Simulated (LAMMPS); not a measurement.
MD of CdTe (zinc blende) at zero pressure, 4096 atoms, as a liquid; each row is its own run.

All values are model results, not measurements: classical MD, pair style sw, file CdTeZnSeHgS0.sw, run in LAMMPS.

| T (K) | D(Te) (cm²/s) |
|---|---|
| 1220 | 1.56e-5 |
| 1490 | 4.87e-5 |
| 1690 | 7.96e-5 |
| 1890 | 0.000111 |
| 2160 | 0.000164 |

Problem. Fit an Arrhenius law, ln y = a + b / x, to these rows (x is the first column, y the second) and predict the run at x = 1350.

Solution. Least squares gives a = -5.6127 and b = -6568. The slope times kB gives an activation energy of 0.57 eV. At x = 1350 the fit predicts 2.81e-5 cm²/s. The run itself gave (2.99 ± 0.03) × 10^-5 cm²/s, so the fit is 6 % low.

Caution (row 1220): enthalpy drifts during the constant-pressure average: a transition or slow ageing; fluctuation values are void.

Caution: the real compound melts congruently only under the pressure of its own vapour and loses its more volatile element when open.

Caution (rows 1220; 1350; 1490): this liquid lies under the melting point of about 1610 K that CdTeZnSeHgS0.sw gives, so it is undercooled.

Errors of D are the spread over four groups of atoms in one short run; a floor of about 5 %, a picked value, is safer.
